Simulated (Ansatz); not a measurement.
The parent structure is ZrO$_{2}$ (space group P4_2/nmc, No. 137; a = 3.601 Å, c = 5.228 Å).

Structures relaxed with Kohn–Sham DFT with the r2SCAN functional, run in Ansatz (a quantum-chemistry and plane-wave program) with PAW and 500 eV plane waves, scalar-relativistic without spin-orbit coupling.

Base:

Simulated powder pattern, Co Kα, λ = 1.79026 Å (kinematic, ideal powder, no thermal factors, no anomalous dispersion; the 14 strongest lines at most, above 2 %, up to 2θ = 90°):

```
2θ (°)  I/Imax (%)    hkl
------  ----------  -----
35.13          100  (101)
40.05          9.0  (002)
41.16           13  (110)
58.78           36  (112)
59.62           19  (200)
69.59           14  (103)
71.12           27  (211)
74.26          7.1  (202)
86.45          2.3  (004)
89.34          6.2  (220)
```

It is then changed as follows: a hydrostatic pressure of 4.5 GPa.

After the change:

Simulated powder pattern, Co Kα, λ = 1.79026 Å (kinematic, ideal powder, no thermal factors, no anomalous dispersion; the 14 strongest lines at most, above 2 %, up to 2θ = 90°):

```
2θ (°)  d (Å)  I/Imax (%)    hkl
------  -----  ----------  -----
35.41   2.943         100  (101)
40.53   2.584         8.5  (002)
41.41   2.532          13  (110)
59.34   1.808          36  (112)
60.01   1.790          19  (200)
70.42   1.552          14  (103)
71.65   1.529          27  (211)
74.93   1.472         6.9  (202)
87.70   1.292         2.5  (004)
```

The indices refer to the base's conventional cell; one index is shown for lines that coincide.

Load acts through the strain it causes; cell and atoms are relaxed under it. Stability against distortions was not tested. This is not the structure that ZrO2 has at room temperature and ambient pressure.
